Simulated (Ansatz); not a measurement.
Sc2Si (model structure, within 0.1 Å of Fm-3m, No. 225, 3 atoms in the cell) was calculated with PBEsol in Ansatz (plane waves, PAW).

Run with plane-wave cutoff 520 eV, 16×16×16 k mesh, Fermi–Dirac smearing 0.05 eV, scalar-relativistic PAW data made under PBE.

Cell (relaxed at this level):

Space group Fm-3m (No. 225); a = 6.349 Å, b = 6.349 Å, c = 6.349 Å, α = 90.00°, β = 90.00°, γ = 90.00°

```csv
atom,site,symmetry,x,y,z
Sc,8c,-43m,0.2500,0.2500,0.2500
Si,4a,m-3m,0.0000,0.0000,0.0000
```
(The calculation used a cell of 3 atoms; values per cell refer to that cell.)

Give the computed bulk modulus.


bulk modulus: 81.7 GPa

The run finds no gap.

Note: the bulk modulus is −V dP/dV from two relaxed cells at ±2 % in volume.

The computed numbers hold no vibrational or temperature effects.

A model structure was made by putting elements into a prototype or built by hand; it is no filed structure, need not be a known phase, and can be a saddle point held by its symmetry.

Ansatz is a program for electronic structure.
